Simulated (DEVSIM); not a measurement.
System: Al0.3Ga0.7As/GaAs n-p heterojunction, at 300 K.

```
layer (left to right)      material  thickness (μm)  Nd (cm⁻³)  Na (cm⁻³)   τn (s)   τp (s)
---------------------  ------------  --------------  ---------  ---------  -------  -------
1                      Al0.3Ga0.7As           0.330     4.5e16          -  3.7e-10  3.7e-10
2                              GaAs            4.30          -     1.6e16  3.7e-10  3.7e-10
```

Left contact: ohmic. Right contact: ohmic. Voltage is applied to the left contact. Recombination: SRH at mid-gap, Auger. Mobility is μmin + (μ − μmin)/(1 + (N/Nref)^α).

The device is made up for the run: typed textbook-type constants, with dimensions and the other settings drawn at random. Values at 300 K.

```tsv
parameter	Al0.3Ga0.7As	GaAs
gap (eV)	1.7981	1.424
affinity (eV)	3.833	4.07
permittivity	12.05	12.9
Nc (cm⁻³)	6.96e17	4.7e17
Nv (cm⁻³)	9e18	9e18
μn (cm²/Vs)	3880	8500
μp (cm²/Vs)	197	400
μn,min	500	500
μp,min	20	20
Nref,n	6e16	6e16
Nref,p	1.5e17	1.5e17
αn	0.39	0.39
αp	0.38	0.38
Cn (cm⁶/s)	1e-30	1e-30
Cp (cm⁶/s)	1e-30	1e-30
```

Simulated with DEVSIM: 1D drift-diffusion, Boltzmann statistics, complete ionisation; no tunnelling, impact ionisation, image-force lowering or self-heating. Band offsets follow the typed affinities; no thermionic-emission limit at abrupt steps, no polarisation charge.

Base results: largest field in the device at zero bias (V/cm) 71000; dark forward voltage at 100 A/cm² (V) 1.129; dark forward voltage at 1 A/cm² (V) 0.971; potential step across the device at zero bias (V) 1.426.

Q: What follows from this one change: doping Na of layer 2 1.6e+16 → 1.6e+15 cm^-3?

A: largest field in the device at zero bias 71000 → 47000 V/cm; dark forward voltage at 100 A/cm² little changed (1.131 V); dark forward voltage at 1 A/cm² 0.971 → 0.908 V; potential step across the device at zero bias 1.426 → 1.367 V.

Q: What follows from this one change: thickness of layer 2 4.3 → 22 μm?

A: largest field in the device at zero bias little changed (71000 V/cm); dark forward voltage at 100 A/cm² 1.129 → 1.356 V; dark forward voltage at 1 A/cm² 0.971 → 0.975 V; potential step across the device at zero bias little changed (1.426 V).

Q: What follows from this one change: minority lifetime in layer 2 3.7e-10 → 1.1e-09 s?

A: largest field in the device at zero bias little changed (71000 V/cm); dark forward voltage at 100 A/cm² little changed (1.127 V); dark forward voltage at 1 A/cm² 0.971 → 0.983 V; potential step across the device at zero bias little changed (1.426 V).

Q: What follows from this one change: constant mobility in place of the doping-dependent one?

A: largest field in the device at zero bias little changed (71000 V/cm); dark forward voltage at 100 A/cm² 1.129 → 1.109 V; dark forward voltage at 1 A/cm² 0.971 → 0.965 V; potential step across the device at zero bias little changed (1.426 V).
